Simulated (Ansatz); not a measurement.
The parent structure is AgI in the zinc blende structure (space group F-43m, No. 216; a = 6.450 Å).

Calculations: Ansatz (an electronic-structure program) PBEsol, no SOC.

Its conduction minimum is a single valley at Γ with mass 0.15 mₑ.

It is then changed as follows: electron doping at 5.0×10^20 cm⁻³ (0.0335 per cell), with a uniform compensating background at fixed cell and a 300 K Fermi–Dirac width.

Q: Where would a parabolic band put the Fermi level, and where does the calculation put it?

A: k_F = (3π²n)^(1/3) = 0.246 Å⁻¹, so ħ²k_F²/2m = 1.5 eV above the band edge at zero temperature. The calculation gives 0.85 eV (to 0.05 eV): the band is strongly non-parabolic or higher valleys fill at this density.

Carriers are added with a uniform compensating background; total energy and stress of such cells depend on the potential's zero and are not compared; many-body gap narrowing is missing at this level. Spin-orbit coupling, missing from the scalar runs, can matter with I. The levels and masses belong to the bands next to the band gap. Effective masses come from finite differences of ±0.01 Å⁻¹. No phonon test of stability was made.
